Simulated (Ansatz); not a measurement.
Consider BaZrO3 in the cubic perovskite structure (space group Pm-3m, No. 221; a = 4.227 Å).

Calculations: DFT with PBE, PAW potentials and a 420 eV plane-wave cutoff in Ansatz (a program for electronic structure), no spin-orbit coupling.

One thing is altered: full substitution Zr → Hf, then cell and atoms are relaxed.

Measured lattice parameter a: BaZrO3 4.191 Å (temperature not stated; as listed in Evaestov, Robert A, arXiv (2010)); BaHfO3 4.171 Å (room temperature; as listed in Zhao, Hongsheng, Chang, Aimin, Wang, Yunlan, arXiv (2008)).

Q: How well does PBE reproduce the measured shift?

A: With PBE the lattice parameter a moves by -0.021 Å (4.227 → 4.206) against -0.020 Å measured.

Stability against distortions was not tested.
